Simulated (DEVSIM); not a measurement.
System: abrupt Si p-n junction, at 300 K.

```tsv
layer (left to right)	material	thickness (μm)	Nd (cm⁻³)	Na (cm⁻³)	τn (s)	τp (s)
1	Si	40.0	-	1.3e15	0.00011	0.00011
2	Si	8.90	9e15	-	0.00011	0.00011
```

Left contact: ohmic. Right contact: ohmic. Voltage is applied to the left contact. Recombination: SRH at mid-gap, radiative, Auger. Mobility is μmin + (μ − μmin)/(1 + (N/Nref)^α).

The device is made up for the run: typed textbook-type constants, with dimensions and the other settings drawn at random. Values at 300 K.

```tsv
parameter	Si
gap (eV)	1.124
affinity (eV)	4.05
permittivity	11.7
Nc (cm⁻³)	2.86e19
Nv (cm⁻³)	3.1e19
μn (cm²/Vs)	1417
μp (cm²/Vs)	470
μn,min	52
μp,min	45
Nref,n	9.7e16
Nref,p	2.2e17
αn	0.68
αp	0.72
B (cm³/s)	4.7e-15
Cn (cm⁶/s)	2.8e-31
Cp (cm⁶/s)	9.9e-32
```

DEVSIM, 1D drift-diffusion, Boltzmann statistics, complete ionisation; no tunnelling, impact ionisation, image-force lowering or self-heating.

Problem. Tabulate band edges, carrier densities and field at 0.9 V on the left contact.

Solution. Energies count from the Fermi level of the right contact; mesh points crowd at the junctions.

| x (μm) | Ec (eV) | Ev (eV) | n (cm⁻³) | p (cm⁻³) | field (V/cm) |
|---|---|---|---|---|---|
| 0.000 | -0.037 | -1.161 | 89000 | 1.3e15 | 330 |
| 0.04534 | -0.035 | -1.159 | 4.3e13 | 1.3e15 | 320 |
| 0.1682 | -0.031 | -1.155 | 1.5e14 | 1.4e15 | 300 |
| 0.5309 | -0.022 | -1.146 | 4.0e14 | 1.7e15 | 230 |
| 2.195 | 0.006 | -1.118 | 1.2e15 | 2.5e15 | 130 |
| 6.127 | 0.045 | -1.079 | 2.4e15 | 3.7e15 | 79 |
| 17.73 | 0.112 | -1.012 | 4.6e15 | 5.9e15 | 45 |
| 34.37 | 0.174 | -0.950 | 7.0e15 | 8.3e15 | 31 |
| 38.06 | 0.185 | -0.939 | 7.5e15 | 8.8e15 | 29 |
| 39.32 | 0.189 | -0.935 | 7.7e15 | 9.0e15 | 29 |
| 39.78 | 0.190 | -0.934 | 7.7e15 | 9.0e15 | 26 |
| 39.96 | 0.188 | -0.936 | 8.5e15 | 8.2e15 | -750 |
| 40.00 | 0.182 | -0.942 | 1.1e16 | 6.5e15 | -2300 |
| 40.05 | 0.177 | -0.947 | 1.3e16 | 5.2e15 | -420 |
| 40.27 | 0.176 | -0.948 | 1.4e16 | 4.9e15 | 28 |
| 40.84 | 0.178 | -0.946 | 1.4e16 | 4.7e15 | 29 |
| 42.35 | 0.182 | -0.942 | 1.3e16 | 4.0e15 | 31 |
| 45.94 | 0.195 | -0.929 | 1.1e16 | 2.2e15 | 39 |
| 48.17 | 0.205 | -0.919 | 9.6e15 | 6.3e14 | 51 |
| 48.65 | 0.207 | -0.917 | 9.2e15 | 2.2e14 | 56 |
| 48.83 | 0.208 | -0.916 | 9.1e15 | 6.5e13 | 58 |
| 48.90 | 0.208 | -0.916 | 9.0e15 | 13000 | 58 |
